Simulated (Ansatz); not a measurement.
## W in the bcc (W type) structure (space group Im-3m, No. 229)

```yaml
crystal:
  lattice:
    - [-1.59176, 1.59176, 1.59176]
    - [1.59176, -1.59176, 1.59176]
    - [1.59176, 1.59176, -1.59176]
  atoms:
    - { symbol: W, position: [0.00000, 0.00000, 0.00000] }
```

Computed with Kohn–Sham DFT with the PBE functional, run in Ansatz (an electronic-structure program) with PAW and 420 eV plane waves, no SOC. Γ-centred 20×20×20 mesh, Fermi–Dirac width 0.05 eV.

* **Volume per atom**: 16.13 Å³
* **Density**: 18.92 g/cm³
* **Band gap**: zero
* **Total energy**: -10384.827 eV/atom (σ→0; compares only within this code and set-up)

Whether these cells are dynamically stable was not tested. The final runs are not spin-polarised.
